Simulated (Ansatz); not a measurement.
ZnSO4 (space group F-43m, No. 216)

```
CELL_PARAMETERS angstrom
      0.00000     3.89759     3.89759
      3.89759     0.00000     3.89759
      3.89759     3.89759     0.00000
ATOMIC_POSITIONS crystal
  Zn 0.75000 0.75000 0.75000
  S  0.00000 0.00000 0.00000
  O  0.89095 0.32716 0.89095
  O  0.32716 0.89095 0.89095
  O  0.89095 0.89095 0.89095
  O  0.89095 0.89095 0.32716
```

Level of theory: PBEsol (Ansatz, an electronic-structure program, PAW, spin-orbit coupling left out), earlier PAW set. k-mesh 7×7×7 (Γ-centred); smearing 0.05 eV (Fermi–Dirac).

```json
{
  "volume_per_atom": "19.74 Å³",
  "density": "2.26 g/cm³",
  "band_gap": "4.50 eV, direct at Γ",
  "electron_mass": "0.51 mₑ",
  "Lowest conduction-band minima above the VBM": "Γ 4.50 eV",
  "total_energy": "-1067.912 eV/atom (σ→0; compares only within this code and set-up)"
}
```

Masses are band curvatures over ±0.01 Å⁻¹ around the edge. Stability against distortions was not tested.
